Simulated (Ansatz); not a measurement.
# Ta₂Se (space group P4/nmm, No. 129; layered, stacked along the Cartesian z axis)

```cif
data_Se2Ta4
_chemical_formula_sum 'Ta4 Se2'
_space_group_name_H-M_alt 'P 1'
_space_group_IT_number 1
_cell_length_a 3.36664
_cell_length_b 3.36664
_cell_length_c 10.00063
_cell_angle_alpha 90.000
_cell_angle_beta 90.000
_cell_angle_gamma 90.000
loop_
_space_group_symop_operation_xyz
  'x, y, z'
loop_
_atom_site_label
_atom_site_type_symbol
_atom_site_fract_x
_atom_site_fract_y
_atom_site_fract_z
_atom_site_occupancy
Ta1 Ta 0.50000 0.00000 0.76098 1
Ta2 Ta 0.00000 0.50000 0.23902 1
Ta3 Ta 0.00000 0.50000 0.92382 1
Ta4 Ta 0.50000 0.00000 0.07618 1
Se1 Se 0.00000 0.50000 0.64000 1
Se2 Se 0.50000 0.00000 0.36000 1
```

Computed with r2SCAN+rVV10/PAW in Ansatz (a program for electronic structure), no spin-orbit coupling. Settings: 14×14×5 k-points, 0.05 eV Fermi–Dirac smearing.

| Property | Result |
|---|---|
| Volume per atom | 18.89 Å³ |
| Density | 12.92 g/cm³ |
| Band gap | zero |
| Total energy | -8453.835 eV/atom (σ→0; compares only within this code and set-up) |

Spin-orbit coupling, missing from the scalar runs, can matter with Ta. Whether these cells are dynamically stable was not tested. All final runs are without spin polarisation.
